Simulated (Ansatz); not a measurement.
An Ansatz (a quantum-chemistry and plane-wave program) input (PBE (Ansatz; PAW; 420 eV plane waves; spin-orbit coupling left out)):

Ansatz 0.2 input:
```yaml
crystal:
  lattice:
    - [4.464920082, 0, 0]
    - [-2.232460041, 3.8667342169, 0]
    - [0, 0, 10.0509770933]
  atoms:
    - { symbol: Hg, position: [0.7692140833, 0, 0.6666666667] }
    - { symbol: Hg, position: [0, 0.7692140833, 0.3333333333] }
    - { symbol: Hg, position: [0.2307859167, 0.2307859167, 0] }
    - { symbol: S, position: [0.4468812948, 0, 0.1666666667] }
    - { symbol: S, position: [0, 0.4468812948, 0.8333333333] }
    - { symbol: S, position: [0.5531187052, 0.5531187052, 0.5] }
basis: { ecutwfc: 420, ecutrho_ratio: 4, xc_grid: 2, fft_grid_basis: typed }
kpoints: { mp_grid: { grid: [9, 9, 4] } }
hamiltonian:
  xc: pbe
  dispersion: none
  pseudopotentials: { kind: paw }
scf: { occupations: { method: fermi_dirac, width: 0.05 }, convergence: { dr2_threshold: 0.0000000006 } }
relax: { f_tol: 0.005, max_steps: 50 }
output: { forces: true, stress: true }
checkpoint: { write: state.ck, write_every: 1000 }
```

### Question
Which symmetry and how many k-points will the program report, and about how many plane waves at Γ?

### Answer
Space group P3221 (ITA 154) with 6 operations, k-points 43 of 324, and 3387 plane waves at Γ.

### Question
And the final pressure?

### Answer
-0.33 GPa (compression positive).

The cells carry an imposed strain or load. Stability against distortions was not tested. The cell was made from HgS (space group P3_221, No. 154; made of chains) by this change: uniaxial strain ε_zz = +3.00 %. No dispersion term is included, though the crystal is made of layers, chains or molecules, so its spacings can come out too wide.
